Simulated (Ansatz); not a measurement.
```yaml
crystal:
  lattice:
    - [3.81881, 0.00000, 0.00000]
    - [-1.90941, 3.30719, 0.00000]
    - [0.00000, 0.00000, 6.08199]
  atoms:
    - { symbol: Sn, position: [0.00000, 0.00000, 0.00000] }
    - { symbol: Se, position: [0.66667, 0.33333, 0.73909] }
    - { symbol: Se, position: [0.33333, 0.66667, 0.26091] }
```

The numbers are results of PBEsol+D3BJ with spin-orbit coupling, rigid bands (plane waves, PAW; Ansatz, a quantum-chemistry and plane-wave program), not measurements. Condition of this run: hydrostatic pressure -2 GPa (the target of the relaxation). How the cell was made: cell and atoms relaxed with PBEsol+d3bj, then loaded as said.

Problem. What conductivity effective mass do dilute electrons have at 300 K?

Solution. 0.29 (x), 0.29 (y), 0.28 (z) mₑ.

Problem. And the band gap?

Solution. 0.36 eV at this level; semilocal functionals usually fall short of the measured gap.

Rigid bands, one relaxation time for all states, no polarons. Geometry: cell and atoms relaxed with PBEsol+D3(BJ).

Formula and space group known from diffraction (Crystallography Open Database), not checked to be the room-temperature form: SnSe2 under load (space group P-3m1). PBEsol with a dispersion correction tends to overbind, so the cell can be several per cent short, in bad cases over ten, which usually narrows a gap: SnSe2 under load (space group P-3m1).
